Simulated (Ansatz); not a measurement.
The starting structures come from a database of crystals and need not be the phases stable at ambient conditions.

Evanescent states of Be$_{2}$C (Fm-3m, not sure to be the ambient phase, 3 atoms a cell, 6.7 Å³ an atom, -2 GPa at this level) along the normal of (111)

The numbers are results of PBEsol (plane waves, PAW; Ansatz, a quantum-chemistry and plane-wave program), not measurements.

The gap is the functional's own. No spin-orbit coupling. Mid-gap values are interpolated on the energy grid.

Energies count from the valence-band top; κ is the least over a 12×12 mesh across the current.

```json
[
 {"E (eV)": "0.04", "κ (1/Å)": "0.036", "where": "Γ"},
 {"E (eV)": "0.10", "κ (1/Å)": "0.061", "where": "Γ"},
 {"E (eV)": "0.17", "κ (1/Å)": "0.078", "where": "Γ"},
 {"E (eV)": "0.24", "κ (1/Å)": "[?]", "where": "Γ"},
 {"E (eV)": "0.32", "κ (1/Å)": "[?]", "where": "Γ"},
 {"E (eV)": "0.39", "κ (1/Å)": "[?]", "where": "Γ"},
 {"E (eV)": "0.46", "κ (1/Å)": "0.122", "where": "Γ"},
 {"E (eV)": "0.53", "κ (1/Å)": "[?]", "where": "Γ"},
 {"E (eV)": "0.59", "κ (1/Å)": "[?]", "where": "Γ"},
 {"E (eV)": "0.67", "κ (1/Å)": "[?]", "where": "Γ"},
 {"E (eV)": "0.73", "κ (1/Å)": "[?]", "where": "Γ"},
 {"E (eV)": "0.81", "κ (1/Å)": "[?]", "where": "off Γ"},
 {"E (eV)": "0.88", "κ (1/Å)": "0.122", "where": "off Γ"},
 {"E (eV)": "0.94", "κ (1/Å)": "0.099", "where": "off Γ"},
 {"E (eV)": "1.01", "κ (1/Å)": "0.067", "where": "off Γ"}
]
```

Complete the blanks.


- 0.24, κ (1/Å): 0.092
- 0.32, κ (1/Å): 0.103
- 0.39, κ (1/Å): 0.113
- 0.53, κ (1/Å): 0.130
- 0.59, κ (1/Å): 0.137
- 0.67, κ (1/Å): 0.144
- 0.73, κ (1/Å): 0.150
- 0.81, κ (1/Å): 0.141
